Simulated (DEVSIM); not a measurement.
GaN n+/n-/n+ resistor

Device: GaN n+/n-/n+ resistor, at 300 K.

```
layer (left to right)  material  thickness (μm)  Nd (cm⁻³)  τn (s)  τp (s)
---------------------  --------  --------------  ---------  ------  ------
1                           GaN           0.780     2.5e17    7e-8    7e-8
2                           GaN           0.130     2.2e15    7e-8    7e-8
3                           GaN           0.190     5.2e17    7e-8    7e-8
```

Left contact: ohmic. Right contact: ohmic. Voltage is applied to the left contact. Recombination: SRH at mid-gap. Mobility is constant in doping.

Constants are typed, rounded textbook-type inputs, not results; the design itself was drawn at random and stands for no fabricated device. Values at 300 K.

```csv
parameter,GaN
gap (eV),3.43
affinity (eV),4.1
permittivity,9.5
Nc (cm⁻³),2.3e18
Nv (cm⁻³),4.6e19
μn (cm²/Vs),1200
μp (cm²/Vs),100
```

Model (solved in DEVSIM): 1D drift-diffusion, Boltzmann statistics, complete ionisation; no tunnelling, impact ionisation, image-force lowering or self-heating.

Dark forward current:

```tsv
V (V)	J (A/cm²)
0.05	9400
0.10	19000
0.20	39000
0.25	50000
0.35	72000
0.40	83000
0.50	110000
0.55	120000
0.65	150000
0.70	160000
0.75	170000
0.85	200000
0.90	210000
1.00	240000
1.05	260000
1.15	290000
1.20	300000
1.30	330000
1.35	350000
1.40	360000
1.50	390000
1.55	410000
1.65	440000
1.70	460000
1.80	490000
1.85	510000
1.95	540000
2.00	550000
```
